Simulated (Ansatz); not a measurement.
Structures of equal composition on the (0001) surface of hcp Ti: a pseudomorphic layer of Re in the host's stacking; a pseudomorphic layer of Re in the other hollow. The slabs share one bottom face, and each structure is named by its start. These are constructed structures in small cells; real faces may alloy, dewet or reconstruct in larger ones, and not all known structures of the face are among them. Slabs of about 12 Å with all that they carry, Fermi-Dirac smearing of 0.1 eV. Bottom of the slabs: a bare face, its two planes held. Relaxed from the named starts with such symmetry as they have, on meshes of like density; energies extrapolated to zero smearing; no spin-orbit coupling, no U. Spin-polarised runs, if any, are marked in brackets, and their order is one that fits the cell; the others ran without spin.

Level of theory: PBE (plane waves to 420 eV, PAW; Ansatz, a program for electronic structure).

Task: Rank these by energy per 1x1 cell (lowest first), as PBE gives it.

Result: a pseudomorphic layer of Re in the other hollow (0.000 eV), a pseudomorphic layer of Re in the host's stacking (0.035 eV)
